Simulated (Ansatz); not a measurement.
The reference is YP in the zinc blende structure (space group F-43m, No. 216; a = 6.290 Å; a hypothetical phase, not in the database extracts checked).

Level of theory: PBE (Ansatz, a first-principles code; PAW; 420 eV plane waves; no spin-orbit coupling).

Base values:

| Property | Value |
|---|---|
| Valley order | X along ⟨100⟩ 1.64 eV; a point along ⟨110⟩, about 0.5 Å⁻¹ from Γ 2.90 eV; Γ 2.98 eV |
| Width of the top valence band | 0.81 eV |

One thing is altered: an isotropic linear strain of +3.40 %; the atoms relax in the strained cell.

Question: What happens to the valley order, energy relative to the base and width of the top valence band?

Answer: The valley order (the lowest conduction-band minima on the path, energy above the VBM, named in the base's zone) changes from X along ⟨100⟩ 1.64 eV; a point along ⟨110⟩, about 0.5 Å⁻¹ from Γ 2.90 eV; Γ 2.98 eV to X along ⟨100⟩ 1.72 eV; Γ 2.68 eV; a point along ⟨110⟩, about 0.6 Å⁻¹ from Γ 2.85 eV; a point along ⟨111⟩, about 0.3 Å⁻¹ from Γ 3.15 eV; the energy increases by 52 meV/atom; the width of the top valence band decreases by 0.16 eV, from 0.81 eV to 0.65 eV.

The levels and masses belong to the bands next to the band gap. Whether these cells are dynamically stable was not tested.
